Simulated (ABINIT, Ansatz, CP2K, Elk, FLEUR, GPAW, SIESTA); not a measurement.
## One structure in several programs: KF (Fm-3m, 2 atoms in the cell)

Self-consistent single point.

```
CELL_PARAMETERS angstrom
      0.00000     2.65442     2.65442
      2.65442     0.00000     2.65442
      2.65442     2.65442     0.00000
ATOMIC_POSITIONS crystal
  K  0.00000 0.00000 0.00000
  F  0.50000 0.50000 0.50000
```

Shared settings, as Ansatz (an electronic-structure program) writes them: kpoints.mp_grid.grid = 9 9 9; scf.occupations.method = fermi_dirac; scf.occupations.width = 0.0015 Ry. Potentials and cutoffs stand in the table.

```
code                                                                                                                       model  gap on the mesh (eV)           cutoff
------  ------------------------------------------------------------------------------------------------------------------------  --------------------  ---------------
CP2K                                         LDA (Pade form), GPW, DZVP-MOLOPT-PBE-GTH basis, GTH-PBE potentials (POTENTIAL_UZH)                 5.857      grid 550 Ry
Elk                        LDA (PW92), all-electron FP-LAPW, Elk's shipped species files, APW+lo basis with extra local orbitals                 5.903         rgkmax 8
ABINIT                                                                                        LDA (PW92), PAW (JTH v2.0 LDA PAW)                 5.894            48 Ry
GPAW                                                               LDA (Perdew-Wang 92), GPAW PAW datasets LDA (gpaw-data 1.0.1)                 5.903           950 eV
Ansatz                                                                                       LDA (PW92), PAW files made with PBE                 5.907          30.9 Ry
FLEUR                                               LDA (Perdew-Zunger), all-electron FLAPW (FLEUR), scalar-relativistic valence                 6.044  Kmax 3.8 1/bohr
SIESTA  LDA PW92, numerical atomic orbitals DZP, PseudoDojo LDA standard norm-conserving potentials (rewritten from UPF to PSML)                 5.164      grid 350 Ry
```

Gaps are read on the mesh.

The spread over the programs that give each value: gap on the mesh within 0.880 eV.

CP2K and SIESTA use small atom-centred bases, whose incompleteness enters pressures, forces and empty levels differently from a plane-wave cutoff. Elk and FLEUR treat all electrons, but the usual bases taken here (sphere radii, linearisation, local orbitals, empty states) were not tested for convergence, so the values are no reference for the others. In the pressure, SIESTA (by 2.40) lies more than 1 GPa from the median of the plane-wave programs. In the gap, FLEUR (by 0.141) and SIESTA (by 0.739) lie more than 0.12 eV from the median of the plane-wave programs.

The starting cell comes from a database of computed structures (which also holds hypothetical and non-ambient phases and stackings), without a prior relaxation at this level.

Keys are those of Ansatz 0.2.
